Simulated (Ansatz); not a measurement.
The reference is HfO₂ in the fluorite structure (space group Fm-3m, No. 225; a = 5.0010 Å). Axes: x, y, z lie along the cube axes.

Structures relaxed with Kohn–Sham DFT with the LDA functional, run in Ansatz (an electronic-structure program) with PAW and 420 eV plane waves, spin-orbit coupling left out.

Base:

Simulated powder pattern, Cu Kα1, λ = 1.54056 Å (kinematic, ideal powder, no thermal factors, no anomalous dispersion; the 8 strongest lines at most, above 2 %, up to 2θ = 90°):

| 2θ (°) | I/Imax (%) | hkl |
|---|---|---|
| 30.95 | 100 | (111) |
| 35.88 | 34 | (200) |
| 51.65 | 50 | (220) |
| 61.44 | 45 | (311) |
| 64.49 | 9.6 | (222) |
| 76.06 | 7.7 | (400) |
| 84.35 | 19 | (331) |
| 87.07 | 14 | (420) |

After one change:

Simulated powder pattern, Cu Kα1, λ = 1.54056 Å (kinematic, ideal powder, no thermal factors, no anomalous dispersion; the 8 strongest lines at most, above 2 %, up to 2θ = 90°):

| 2θ (°) | I/Imax (%) |
|---|---|
| 31.16 | 100 |
| 35.88 | 23 |
| 36.64 | 11 |
| 51.65 | 17 |
| 52.22 | 33 |
| 61.57 | 30 |
| 62.58 | 14 |
| 85.36 | 13 |

Which change produced these results?
A) uniaxial strain ε_zz = +3.00 %
B) uniaxial strain ε_zz = −1.50 %
C) uniaxial strain ε_zz = −2.50 %
D) uniaxial strain ε_zz = −2.00 %

D, uniaxial strain ε_zz = −2.00 %. Its volume per atom is 10.21 Å³ against 10.42 Å³, and its space group is I4/mmm (No. 139).

No phonon test of stability was made. This is not the structure that HfO2 has at room temperature and ambient pressure.
